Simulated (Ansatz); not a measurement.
The structure below was relaxed with plane-wave PAW DFT at the PBEsol level (Ansatz, a program for electronic structure, 420 eV), no SOC.

Space group Fm-3m (No. 225); a = b = c = 6.2608 Å, α = β = γ = 90.00°

| atom | site | symmetry | x | y | z |
|---|---|---|---|---|---|
| Cd | 4a | m-3m | 0.0000 | 0.0000 | 0.0000 |
| Si | 8c | -43m | 0.2500 | 0.2500 | 0.2500 |

Question: Write out a cell with all atoms.

Answer: 
```xyz
12
Lattice="6.2608 0.0000 0.0000 0.0000 6.2608 0.0000 0.0000 0.0000 6.2608" Properties=species:S:1:pos:R:3 pbc="T T T"
Cd     0.0000     0.0000     0.0000
Si     1.5652     4.6956     4.6956
Si     1.5652     1.5652     4.6956
Cd     0.0000     3.1304     3.1304
Si     1.5652     1.5652     1.5652
Si     1.5652     4.6956     1.5652
Cd     3.1304     0.0000     3.1304
Si     4.6956     4.6956     1.5652
Si     4.6956     1.5652     1.5652
Cd     3.1304     3.1304     0.0000
Si     4.6956     1.5652     4.6956
Si     4.6956     4.6956     4.6956
```
This is the conventional cell.

No phonon test of stability was made. All final runs are without spin polarisation. The cell was made from NiSi2 by this change: Ni → Cd; the result is a hypothetical phase, not in the database extracts checked.
